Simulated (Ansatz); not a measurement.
**SnGeSiC (model structure, R3m, No. 160, 4 atoms in the cell)**

These are LDA in Ansatz (plane waves, PAW) values and carry that method's errors.

Numerical settings: plane-wave cutoff 520 eV, 12×12×12 k mesh, Fermi–Dirac smearing 0.01 eV, scalar-relativistic PAW data made under PBE.

Cell (relaxed at this level):

```xyz
4
Lattice="1.8475 1.0667 6.0688 -1.8475 1.0667 6.0688 0.0000 -2.1333 6.0688" Properties=species:S:1:pos:R:3 pbc="T T T"
C      0.0000     0.0000     0.1531
Si     0.0000     0.0000     2.0284
Ge     0.0000     0.0000     8.9899
Sn     0.0000     0.0000    11.5867
```

```yaml
band_gap: zero (no gap)
bulk_modulus: 102 GPa
```

Note: the bulk modulus is −V dP/dV from two relaxed cells at ±2 % in volume; the relaxation could raise the start's symmetry but not lower it, so the cell can be a saddle point.

Spin–orbit coupling is not included; it can open a gap where bands touch, and shift volumes and moduli.

Static lattice: no zero-point or thermal effects.

The result took very roughly 7 core-minutes.

A model structure was made by putting elements into a prototype or built by hand; it is no filed structure, need not be a known phase, and can be a saddle point held by its symmetry.

Ansatz is an electronic-structure program.
